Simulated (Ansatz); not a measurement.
BP (I-4m2), r2SCAN with spin-orbit coupling, rigid bands run with Ansatz (a quantum-chemistry and plane-wave program): Condition of this run: uniaxial stress along [001] of -28 GPa (compression positive) (the target of the relaxation). band gap 0.70 eV, N_c = 2.50e19 cm⁻³ and N_v = 1.20e19 cm⁻³ at 300 K, conductivity masses along z (a = (0.00, 2.23, 2.46) Å; b = (2.23, 0.00, 2.46) Å; c = (2.23, 2.23, 0.00) Å) of 0.243 mₑ (electrons) and 0.239 mₑ (holes). Take k_BT = 0.02585 eV.

**Question.** Find the intrinsic carrier density and the intrinsic Fermi level.

**Answer.** n_i = √(N_c N_v) exp(−E_g/2k_BT) = 1.73e19 × exp(−13.54) = 2.3e13 cm⁻³. The level lies (k_BT/2) ln(N_v/N_c) = -9 meV from mid-gap (positive towards the conduction band). Each 0.1 eV added to the gap lowers n_i by a factor of 6.9.

**Question.** What thermal injection velocity √(2k_BT/πm) limits a ballistic channel along the direction named?

**Answer.** 1.09e7 cm/s for electrons and 1.10e7 cm/s for holes, a ratio of √(m_h/m_e) = 0.992, for dilute carriers.

**Question.** A film of it is 5 nm thick, with its normal along the direction named. Estimate the confinement energies in an infinite well.

**Answer.** ħ²π²/(2m t²) = 0.376 eV·nm²/(m/mₑ × t²) gives 61.9 meV for electrons and 62.9 meV for holes, so the gap would widen to about 0.82 eV. Finite barriers and nonparabolic bands lower this, and with several valleys or bands the heaviest mass along the normal sets the lowest level, not this average.

Rigid, parabolic bands with the computed gap; masses take one relaxation time for all states. Geometry: cell and atoms relaxed with PBEsol.
